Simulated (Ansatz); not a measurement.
# What a tighter setting buys: kpoints.mp_grid.grid, K2LiLaF6 (Fm-3m, 10 atoms in the cell)

Cell: a = 6.0670 Å, b = 6.0670 Å, c = 6.0670 Å, α = 60.00°, β = 60.00°, γ = 60.00°.

Method: PBE (plane waves, PAW; Ansatz, a program for electronic structure).

Base settings: basis.ecutwfc = 420 eV; kpoints.mp_grid.grid = 6 6 6; hamiltonian.xc = pbe; hamiltonian.pseudopotentials = {kind: paw} (the program's default PAW files); scf.occupations.method = gaussian; scf.occupations.width = 0.1 eV.

Misses are taken against the tightest run, 16 16 16, which need not be fully converged itself. The energy is the free energy per atom.

The count of work is k-points × plane waves × bands × iterations; it is no time, and leaves out set-up, grids and terms that scale otherwise. 

The starting cell was generated: these elements placed on a structure prototype, without a prior relaxation; it need not be a known phase or ordering of this composition. Its lattice was rescaled by a random factor within 2.5 % of one. In the base run, with a pressure of about 11 GPa the cell is away from its equilibrium volume at this level. In the base run, forces exceed 1 eV/Å. Ansatz's pressure includes its estimate of the finite-basis (Pulay) stress.

The runs (kpoints.mp_grid.grid): 1 1 1 | 2 2 2 | 3 3 3 | 4 4 4 | 5 5 5 | 6 6 6 | 7 7 7 | 8 8 8 | 9 9 9 | 11 11 11 | 13 13 13 | 16 16 16.

Q: Which is the coarsest setting among those run that, with all tighter ones, holds the energy within 20 meV/atom of the reference, and what does it save?

A: 2 2 2, off by 0.77 meV/atom; it needs 0.021 of the reference's count of work.

Q: What does the step from 1 1 1 to 3 3 3 buy?

A: It takes the miss in the energy from 120 to 0.02 meV/atom, for 3.4 times the count of work.

| kpoints.mp_grid.grid | energy less reference (meV/atom) | pressure less reference (GPa) | largest difference in the force on any atom (eV/Å) | count of work / reference |
|---|---|---|---|---|
| 1 1 1 | 120.92 | 2.40 | 0.319 | 0.0080 |
| 2 2 2 | 0.77 | 0.02 | 0.000 | 0.021 |
| 3 3 3 | 0.02 | 0.00 | 0.000 | 0.028 |
| 4 4 4 | -0.04 | 0.00 | 0.000 | 0.055 |
| 5 5 5 | -0.02 | 0.00 | 0.000 | 0.069 |
| 6 6 6 | 0.01 | 0.00 | 0.000 | 0.11 |
| 7 7 7 | 0.00 | 0.00 | 0.000 | 0.14 |
| 8 8 8 | -0.01 | 0.00 | 0.000 | 0.20 |
| 9 9 9 | 0.02 | 0.00 | 0.000 | 0.24 |
| 11 11 11 | 0.00 | 0.00 | 0.000 | 0.39 |
| 13 13 13 | -0.01 | 0.00 | 0.000 | 0.58 |
| 16 16 16 | 0.00 | 0.00 | 0.000 | 1.0 |

Keys are those of Ansatz 0.2.
